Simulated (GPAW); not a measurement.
Worked example: self-consistent single point of BaZrO₃ (Pm-3m, 5 atoms in the cell) in GPAW

Method: PBE, GPAW PAW datasets PBE (gpaw-data 1.0.1) (plane waves; GPAW 25.7.0).

Input as run:

```python
from ase import Atoms
from ase.units import GPa
from gpaw import GPAW, PW, FermiDirac

atoms = Atoms(['Ba', 'Zr', 'O', 'O', 'O'],
              cell=[[4.190000, 0.000000, 0.000000],
                    [0.000000, 4.190000, 0.000000],
                    [0.000000, 0.000000, 4.190000]],
              positions=[[0.000000, 0.000000, 0.000000],
                         [2.095000, 2.095000, 2.095000],
                         [2.095000, 0.000000, 2.095000],
                         [0.000000, 2.095000, 2.095000],
                         [2.095000, 2.095000, 0.000000]],
              pbc=True)

calc = GPAW(mode=PW(900),
            xc='PBE',
            kpts={'size': (8, 8, 8), 'gamma': True},
            occupations=FermiDirac(0.02),
            nbands=-8,
            convergence={'bands': -6},
            symmetry={'symmorphic': False, 'tolerance': 0.0005},
            maxiter=150,
            txt='-')

atoms.calc = calc

energy = atoms.get_potential_energy()
print('Energy (eV):', round(energy, 6))
forces = atoms.get_forces()
print('Forces (eV/Ang):')
print(forces.round(5))
stress = atoms.get_stress()
print('Stress (GPa, Voigt):', (stress / GPa).round(4))
```

Output, abridged:

```
Input parameters:
  convergence: {bands: -6}
  kpts: {gamma: True,
         size: (8, 8, 8)}
  maxiter: 150
  mode: {ecut: 900.0000000000001,
         name: pw}
  nbands: -8
  occupations: {fixmagmom: False,
                name: fermi-dirac,
                width: 0.02}
  symmetry: {symmorphic: False,
             tolerance: 0.0005}
  xc: PBE

species:
  Ba:
    name: Barium
    Z: 56.0
    valence: 10
    core: 46
    charge: 0.0
    file: Ba.PBE.gz

    # Using partial waves for Ba as LCAO basis

  Zr:
    name: Zirconium
    Z: 40.0
    valence: 12
    core: 28
    charge: 0.0
    file: Zr.PBE.gz

    # Using partial waves for Zr as LCAO basis

  O:
    name: Oxygen
    Z: 8.0
    valence: 6
    core: 2
    charge: 0.0
    file: O.PBE.gz

    # Using partial waves for O as LCAO basis

Reference energy: -325293.970650  # eV

Spin-paired calculation

Convergence criteria:
 Maximum [total energy] change in last 3 cyles: 0.0005 eV / valence electron
 Maximum integral of absolute [dens]ity change: 0.0001 electrons / valence electron
 Maximum integral of absolute [eigenst]ate change: 4e-08 eV^2 / valence electron
 Maximum number of scf [iter]ations: 150

Symmetries present (total): 48
Symmetries with fractional translations: 0
512 k-points: 8 x 8 x 8 Monkhorst-Pack grid + [1/16,1/16,1/16]
35 k-points in the irreducible part of the Brillouin zone
       k-points in crystal coordinates                weights
   0:     0.00000000    0.00000000    0.00000000          1/512
   1:     0.12500000    0.00000000    0.00000000          6/512
   2:     0.12500000    0.12500000    0.00000000         12/512
   [... 7 lines left out ...]
          ...
  34:     0.50000000    0.50000000    0.50000000          1/512

Wave functions: Plane wave expansion
  Cutoff energy: 900.000 eV
  Number of coefficients (min, max): 4484, 4632
  Pulay-stress correction: 0.000000 eV/Ang^3 (de/decut=0.000000)

Occupation numbers: Fermi-Dirac:
  width: 0.0200  # eV

Eigensolver

Densities:
  Coarse grid: 30*30*30 grid
  Fine grid: 60*60*60 grid
  Total Charge: 0.000000

Density mixing:
  Method: separate
  Backend: pulay
  Linear mixing parameter: 0.05
  old densities: 5
  Damping of long wavelength oscillations: 50

Hamiltonian:
  XC and Coulomb potentials evaluated on a 60*60*60 grid
  External potential:
    NoExternalPotential

XC parameters: PBE with 2 nearest neighbor stencil

Number of atoms: 5
Number of atomic orbitals: 30
Number of bands in calculation: 28
Number of valence electrons: 40
Bands to converge: 22

Density initialized from atomic densities
  28 bands from LCAO basis set

Atomic positions and initial magnetic moments

Positions:
   0 Ba     0.000000    0.000000    0.000000    ( 0.0000,  0.0000,  0.0000)
   1 Zr     2.095000    2.095000    2.095000    ( 0.0000,  0.0000,  0.0000)
   2 O      2.095000    0.000000    2.095000    ( 0.0000,  0.0000,  0.0000)
   3 O      0.000000    2.095000    2.095000    ( 0.0000,  0.0000,  0.0000)
   4 O      2.095000    2.095000    0.000000    ( 0.0000,  0.0000,  0.0000)

Unit cell:
           periodic     x           y           z      points  spacing
  1. axis:    yes    4.190000    0.000000    0.000000    30     0.1397
  2. axis:    yes    0.000000    4.190000    0.000000    30     0.1397
  3. axis:    yes    0.000000    0.000000    4.190000    30     0.1397

  Lengths:   4.190000   4.190000   4.190000
  Angles:   90.000000  90.000000  90.000000

Effective grid spacing dv^(1/3) = 0.1397

     iter     time        total  log10-change:
                         energy   eigst   dens
iter:   1 --:--:--   -45.873478   +0.44
iter:   2 --:--:--   -44.550914   -0.46  -0.92
iter:   3 --:--:--   -41.454421   -0.43  -0.98
iter:   4 --:--:--   -41.397584   -0.79  -1.30
iter:   5 --:--:--   -41.577741   -1.11  -1.43
iter:   6 --:--:--   -41.387217   -1.80  -1.61
iter:   7 --:--:--   -41.372834   -1.74  -2.03
iter:   8 --:--:--   -41.365997   -2.58  -2.17
iter:   9 --:--:--   -41.367118c  -3.10  -2.77
iter:  10 --:--:--   -41.365765c  -3.27  -2.67
iter:  11 --:--:--   -41.365633c  -3.36  -2.93
iter:  12 --:--:--   -41.365402c  -4.16  -3.18
iter:  13 --:--:--   -41.365392c  -5.02  -3.84
iter:  14 --:--:--   -41.365393c  -5.48  -4.00c
iter:  15 --:--:--   -41.365389c  -5.87  -4.04c
iter:  16 --:--:--   -41.365386c  -6.15  -4.07c
iter:  17 --:--:--   -41.365387c  -6.32  -4.09c
iter:  18 --:--:--   -41.365386c  -6.56  -4.23c
iter:  19 --:--:--   -41.365387c  -6.50  -4.23c
iter:  20 --:--:--   -41.365387c  -6.77  -4.40c
iter:  21 --:--:--   -41.365387c  -7.15  -4.48c
iter:  22 --:--:--   -41.365387c  -7.12  -4.50c
iter:  23 --:--:--   -41.365387c  -7.36  -4.99c
iter:  24 --:--:--   -41.365387c  -7.96c -5.20c

Converged after 24 iterations.

Dipole moment: (-0.000000, -0.000000, -0.000000) |e|*Ang

Energy contributions relative to reference atoms: (reference = -325293.970650)

Kinetic:        +45.156176
Potential:      -47.752893
External:        +0.000000
XC:             -39.586585
Entropy (-ST):   -0.000000
Local:           +0.817915
SIC:             +0.000000
--------------------------
Free energy:    -41.365387
Extrapolated:   -41.365387

Showing only first 2 kpts
 Kpt  Band  Eigenvalues  Occupancy
  0    18      7.01082    2.00000
  0    19      7.01082    2.00000
  0    20     10.43331    0.00000
  0    21     10.43331    0.00000

  1    18      6.95632    2.00000
  1    19      6.95632    2.00000
  1    20     10.48733    0.00000
  1    21     10.79108    0.00000

Fermi level: 7.75056

Gap: 3.205 eV
Transition (v -> c):
  (s=0, k=34, n=19, [0.50, 0.50, 0.50]) -> (s=0, k=0, n=20, [0.00, 0.00, 0.00])
Direct/indirect transitions are different
Direct gap: 3.422 eV
Transition at: (s=0, k=0, n=19, [0.00, 0.00, 0.00])
Energy (eV): -41.365387

Forces in eV/Ang:
  0 Ba   -0.00000   -0.00000   -0.00000
  1 Zr    0.00000    0.00000    0.00000
  2 O     0.00000    0.00000    0.00000
  3 O     0.00000    0.00000    0.00000
  4 O     0.00000    0.00000    0.00000

Stress tensor:
    -0.024855    -0.000000     0.000000
    -0.000000    -0.024855     0.000000
     0.000000     0.000000    -0.024855
Stress (GPa, Voigt): [-3.9823 -3.9823 -3.9823  0.      0.     -0.    ]
```

The run converged in 24 iterations. GPAW prints stress with tension positive.

At such cutoffs GPAW's stress carries a finite-basis (Pulay) error, which enters relaxed cells too; its log prints stress with tension positive.

The starting cell has typed, rounded lattice constants, without a prior relaxation at this level.

Cost on one core of a shared machine: roughly 2 min.
